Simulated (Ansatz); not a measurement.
The structure below was relaxed with plane-wave PAW DFT at the r2SCAN+rVV10 level (Ansatz, a quantum-chemistry and plane-wave program, 500 eV), no SOC, at pressure 9 GPa.

```
MoS2
1.0
    3.10713     0.00000     0.00000
   -1.55357     2.69085     0.00000
    0.00000     0.00000    11.51715
Mo S
2 4
Direct
  0.33333   0.66667   0.25000
  0.66667   0.33333   0.75000
  0.33333   0.66667   0.61461
  0.66667   0.33333   0.11461
  0.66667   0.33333   0.38539
  0.33333   0.66667   0.88539
```

Question: Find the space group and the Wyckoff positions.

Answer: Space group P6₃/mmc (No. 194); a = b = 3.107 Å, c = 11.517 Å, α = β = 90.00°, γ = 120.00°

| atom | site | symmetry | x | y | z |
|---|---|---|---|---|---|
| Mo | 2c | -6m2 | 0.3333 | 0.6667 | 0.2500 |
| S | 4f | 3m. | 0.6667 | 0.3333 | 0.1146 |

Question: Describe the coordination.

Answer: The crystal has 6 atoms in its conventional cell. Conventional cell: a = b = 3.1071 Å, c = 11.5172 Å, α = β = 90.00°, γ = 120.00°. Mo has 6 S at 2.377 Å (trigonal prismatic). S is coordinated by 3 Mo at 2.377 Å (trigonal pyramidal). (Neighbours: up to the widest gap in distance over summed covalent radii, below 1.35, at either atom; cation-cation and far metal-metal contacts left out.)

Load acts through the strain it causes; cell and atoms are relaxed under it. No phonon test of stability was made. No other phases were tried under pressure. The cell was made from MoS$_{2}$ in the 2H-MoS2 type structure (space group P6_3/mmc, No. 194; layered, stacked along the Cartesian z axis) by this change: pressure 9 GPa.
